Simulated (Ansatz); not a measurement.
AlP (F-43m) under hydrostatic pressure: electron conductivity mass by PBEsol with spin-orbit coupling, rigid bands (plane waves, PAW; Ansatz, a first-principles code). The unloaded cell, whose axes the loads refer to:

```yaml
crystal:
  lattice:
    - [0.00000, 2.73533, 2.73533]
    - [2.73533, 0.00000, 2.73533]
    - [2.73533, 2.73533, 0.00000]
  atoms:
    - { symbol: Al, position: [0.00000, 0.00000, 0.00000] }
    - { symbol: P, position: [0.75000, 0.75000, 0.75000] }
```

| hydrostatic pressure (GPa) | volume per atom (Å³) | electron conductivity mass (mₑ) |
|---|---|---|
| -2 | 20.97 | 0.339 |
| 0 | 20.47 | 0.333 |
| 2 | 20.02 | 0.328 |
| 5 | 19.43 | 0.322 |
| 10 | 18.61 | ? |

Question: Fit a straight line to ln(electron conductivity mass) against the load over the rows given, and predict the row at 10 GPa.

Answer: The means are x̄ = 1.250 GPa and ȳ = -1.1073; Σ(x − x̄)(y − ȳ) = -0.1953 and Σ(x − x̄)² = 26.75, so the slope is -0.730 % per GPa, and the rows given lie within 0.19 % of the line. At 10 GPa the line gives 0.310 mₑ; the calculation gives 0.313 mₑ, 0.96 % from it.

Masses are for dilute carriers at 300 K, harmonic means over directions unless an axis is named. Stresses and pressures are the targets of the relaxation. The structure type is held at every load. Geometry: cell and atoms relaxed with PBEsol.
